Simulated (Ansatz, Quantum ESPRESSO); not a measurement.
## Code comparison for LaH₃ (I4/mmm, 4 atoms in the cell)

Self-consistent single point.

```yaml
crystal:
  lattice:
    - [-1.89546, 1.89546, 3.08581]
    - [1.89546, -1.89546, 3.08581]
    - [1.89546, 1.89546, -3.08581]
  atoms:
    - { symbol: La, position: [0.00000, 0.00000, 0.00000] }
    - { symbol: H, position: [0.75000, 0.25000, 0.50000] }
    - { symbol: H, position: [0.25000, 0.75000, 0.50000] }
    - { symbol: H, position: [0.50000, 0.50000, 0.00000] }
```

Shared settings, as Ansatz (an electronic-structure program) writes them: kpoints.mp_grid.grid = 6 6 6; magnetization.spin_orbit = true; scf.occupations.method = fermi_dirac; scf.occupations.width = 0.05 eV. Potentials and cutoffs stand in the table.

```
code                                                                                                             model  pressure (GPa)  cutoff
----------------  ----------------------------------------------------------------------------------------------------  --------------  ------
Ansatz                                                        PBEsol with spin-orbit coupling, PAW files made with PBE           -4.84  420 eV
Quantum ESPRESSO  PBEsol, spin-orbit coupling, PseudoDojo fully relativistic norm-conserving (PBESOL) pseudopotentials           -4.79  110 Ry
```

The spread over the programs that give each value: pressure within 0.05 GPa.

Ansatz's pressure is given at a fixed set of plane waves, as the other plane-wave codes print theirs; with its correction for the finite basis it is -4.73 GPa.

The starting cell comes from a database of computed structures (which also holds hypothetical and non-ambient phases and stackings), without a prior relaxation at this level. Its lattice was rescaled by a random factor within 2.5 % of one.

Left out of this page: Elk, FLEUR and SIESTA (not drawn, or without a comparable value).

Keys are those of Ansatz 0.2.
